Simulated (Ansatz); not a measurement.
Consider GaSb in the zinc blende structure (space group F-43m, No. 216; a = 6.1115 Å).

Level of theory: PBEsol, PAW, 420 eV (Ansatz, an electronic-structure program; scalar-relativistic without spin-orbit coupling).

Now apply this change: full substitution Sb → N, then cell and atoms are relaxed.

Measured lattice parameter a: GaSb 6.0959 Å (room temperature; as listed in I. Vurgaftman, J. R. Meyer, L. R. Ram-Mohan, Journal of Applied Physics (2001)); GaN 4.5 Å (room temperature; as listed in I. Vurgaftman, J. R. Meyer, L. R. Ram-Mohan, Journal of Applied Physics (2001)).

**Question.** How well does PBEsol reproduce the measured shift?

**Answer.** With PBEsol the lattice parameter a moves by -1.613 Å (6.111 → 4.498) against -1.596 Å measured.

Stability against distortions was not tested. All final runs are without spin polarisation. This is not the structure that GaN has at room temperature and ambient pressure.
